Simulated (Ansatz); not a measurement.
Base system: ZrSe2 in the CdI2 type structure (space group P-3m1, No. 164; a = 3.660 Å, c = 5.841 Å; layered, stacked along the Cartesian z axis; relaxed with 0.1 eV smearing). Axes: x lies along a and z along c of the hexagonal cell.

Method: plane-wave PAW DFT at the PBEsol-D3(BJ) level (Ansatz, an electronic-structure program, 420 eV), no SOC.

Strains are applied to the cell and any free atomic positions relax; under biaxial strain the out-of-plane vector relaxes too.

One change was made to it. Results:

| quantity | base | after |
|---|---|---|
| pressure (mean of the normal stresses, compression positive) | 0.0 GPa | -2.1 GPa |
| volume per atom | 22.59 Å³ | 23.48 Å³ |

What was done to the base?
A) strain tensor (xx, yy, zz, yz, xz, xy) = (−0.29, −0.78, +1.65, −0.06, +0.47, +0.86) %
B) biaxial strain +2.49 %, plane normal [001], relaxed out of plane
C) uniaxial strain ε_xx = −0.77 %
D) isotropic strain +1.47 %

B, biaxial strain +2.49 %, plane normal [001], relaxed out of plane. For comparison, the volume per atom in the other runs: isotropic strain +1.47 % gives 23.60 Å³; strain tensor (xx, yy, zz, yz, xz, xy) = (−0.29, −0.78, +1.65, −0.06, +0.47, +0.86) % gives 22.71 Å³; uniaxial strain ε_xx = −0.77 % gives 22.41 Å³.

Stability against distortions was not tested. All final runs are without spin polarisation.
